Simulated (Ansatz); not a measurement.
Consider YN in the rock salt structure (space group Fm-3m, No. 225; a = 4.896 Å).

Level of theory: r2SCAN (Ansatz, a first-principles code), no SOC.

Base values:

```
Property                               Result
-------------------  ------------------------
Smallest direct gap                   0.98 eV
Volume per atom                      14.67 Å³
Hole mass            0.17, 1.1, 1.1 mₑ (at Γ)
```

One thing is altered: a hydrostatic pressure of 0.9 GPa.

Problem. How does this affect the smallest direct gap?

Solution. The smallest direct gap drops by 0.01 eV, from 0.98 eV to 0.97 eV.

Problem. Estimate the effect on the volume per atom.

Solution. The volume per atom drops by 0.08 Å³ (14.67 Å³ → 14.59 Å³).

Problem. What happens to the hole mass?

Solution. The hole mass (degenerate bands, along [100]) is still 0.17, 1.1, 1.1 mₑ (at Γ).

Load acts through the strain it causes; cell and atoms are relaxed under it. Effective masses come from finite differences of ±0.01 Å⁻¹. No phonon test of stability was made.
